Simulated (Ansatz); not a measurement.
How a calculation on ZrP2 (P1, 12 atoms in the cell) responds to its settings

```yaml
crystal:
  lattice:
    - [6.50500, 0.00000, 0.00000]
    - [0.00000, 3.51690, 0.00000]
    - [0.00000, 0.00000, 8.75700]
  atoms:
    - { symbol: Zr, position: [0.29230, 0.26080, 0.16366] }
    - { symbol: Zr, position: [0.21853, 0.74698, 0.66773] }
    - { symbol: Zr, position: [0.78579, 0.24032, 0.33879] }
    - { symbol: Zr, position: [0.72221, 0.76080, 0.83453] }
    - { symbol: P, position: [0.90246, 0.24453, 0.65164] }
    - { symbol: P, position: [0.58048, 0.73850, 0.13881] }
    - { symbol: P, position: [0.40217, 0.24427, 0.85411] }
    - { symbol: P, position: [0.09648, 0.74667, 0.35781] }
    - { symbol: P, position: [0.90241, 0.25791, 0.04543] }
    - { symbol: P, position: [0.60600, 0.75523, 0.52761] }
    - { symbol: P, position: [0.38893, 0.24546, 0.45898] }
    - { symbol: P, position: [0.10225, 0.75853, 0.96088] }
```

Base run A: LDA (PW92), default PAW files made with PBE (Ansatz, a quantum-chemistry and plane-wave program), self-consistent single point.

Its settings: basis.ecutwfc = 420 eV; kpoints.mp_grid.grid = 4 6 3; hamiltonian.xc = lda; hamiltonian.pseudopotentials = {kind: paw} (the program's default PAW files); scf.occupations.method = cold; scf.occupations.width = 0.05 eV.

The starting cell comes from a database of published, mostly measured structures (it also holds non-ambient and calculated ones), without a prior relaxation at this level. Its atoms were displaced at random from the sites of space group no. 62. In the base run, with a pressure of about -5 GPa the cell is away from its equilibrium volume at this level. In the base run, forces exceed 1 eV/Å. Ansatz's pressure includes its estimate of the finite-basis (Pulay) stress.

ΔF is the free energy per atom less that of run A. 

The first pressure column holds Ansatz's estimate of the finite-basis (Pulay) stress, which hides part of the cutoff error; the other is without it.

In some runs the Pulay estimate is large (up to 11 GPa), a sign of a cutoff far from converged.

Runs:
- B: lattice scaled by 0.97
- C: lattice scaled by 0.97; basis.ecutwfc: 420 eV → 250 eV
- D: lattice scaled by 0.985
- E: lattice scaled by 0.985; basis.ecutwfc: 420 eV → 250 eV
- F: lattice scaled by 1.015
- G: lattice scaled by 1.015; basis.ecutwfc: 420 eV → 250 eV
- H: lattice scaled by 1.03
- I: lattice scaled by 1.03; basis.ecutwfc: 420 eV → 250 eV
- J: basis.ecutwfc: 420 eV → 250 eV

| run | ΔF (meV/atom) | pressure (GPa) | largest force (eV/Å) | pressure at a fixed set of plane waves (GPa) |
|---|---|---|---|---|
| A | 0.00 | -4.83 | 1.488 | -4.88 |
| B | 15.7 | 9.36 | 1.992 | 9.30 |
| C | 224.3 | 10.35 | 1.985 | -1.06 |
| D | -8.1 | 1.56 | 1.717 | 1.50 |
| E | 196.8 | 2.44 | 1.709 | -8.33 |
| F | 35.8 | -10.00 | 1.282 | -10.05 |
| G | 233.2 | -9.48 | 1.307 | -18.97 |
| H | 95.4 | -14.11 | 1.096 | -14.15 |
| I | 290.3 | -13.75 | 1.129 | -22.71 |
| J | 200.7 | -4.16 | 1.500 | -14.22 |

Run F against A: The free energy rises by 35.8 meV/atom, the pressure goes from -4.83 to -10.00 GPa and the largest force goes from 1.488 to 1.282 eV/Å.

Run H against A: The free energy rises by 95.4 meV/atom, the pressure goes from -4.83 to -14.11 GPa and the largest force goes from 1.488 to 1.096 eV/Å.

Run I against A: The free energy goes up by 290 meV/atom, the pressure goes from -4.83 to -13.75 GPa and the largest force goes from 1.488 to 1.129 eV/Å.

Keys are those of Ansatz 0.2.
